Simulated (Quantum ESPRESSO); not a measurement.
## A series of runs on a sheet of Ta2N (3 atoms in the cell)

```
CELL_PARAMETERS angstrom
      2.89165     0.00000     0.00000
     -1.44582     2.50424     0.00000
      0.00000     0.00000    16.35107
ATOMIC_POSITIONS crystal
  N  0.00000 0.00000 0.50000
  Ta 0.33333 0.66667 0.57189
  Ta 0.66667 0.33333 0.42811
```

Base run A: PBE, PseudoDojo standard norm-conserving (PBE) pseudopotentials in Quantum ESPRESSO, self-consistent single point.

Its settings: ecutwfc = 85 Ry; occupations = smearing; smearing = mp; degauss = 0.019992 Ry; potentials = {N: N.upf, Ta: Ta.upf}; K_POINTS = automatic 9 9 1 0 0 0; conv_thr = 1e-10 Ry; mixing_beta = 0.3.

The starting cell was generated: these elements placed on a structure prototype, without a prior relaxation; it need not be a known phase or ordering of this composition. Spin polarisation is off; with an odd number of electrons in the cell that forces a metal, and a magnetic state may lie lower. In the base run, forces exceed 1 eV/Å.

ΔF is the free energy per atom less that of run A. 

Run A gave: largest force (eV/Å) 2.801; iterations 15.

Runs:
- B: mixing_beta, mixing_mode = 0.2, plain
- C: mixing_beta, mixing_mode = 0.5, plain
- D: mixing_beta, mixing_mode = 0.2, TF
- E: mixing_beta, mixing_mode = 0.5, TF
- F: mixing_beta, mixing_mode = 0.2, local-TF
- G: mixing_beta, mixing_mode = 0.5, local-TF

Question: Which runs reach the base run's state, and which is quickest in iterations?

Answer: Runs B, C, D, E, F, G ended on the same solution as A (within 1 meV/atom). The fewest iterations to that state were 13 (C); the most were 40.

| run | ΔF (meV/atom) | largest force (eV/Å) | iterations |
|---|---|---|---|
| A | 0.00 | 2.801 | 15 |
| B | 0.00 | 2.801 | 15 |
| C | 0.00 | 2.801 | 13 |
| D | 0.00 | 2.801 | 40 |
| E | 0.00 | 2.801 | 26 |
| F | 0.00 | 2.801 | 21 |
| G | 0.00 | 2.801 | 16 |
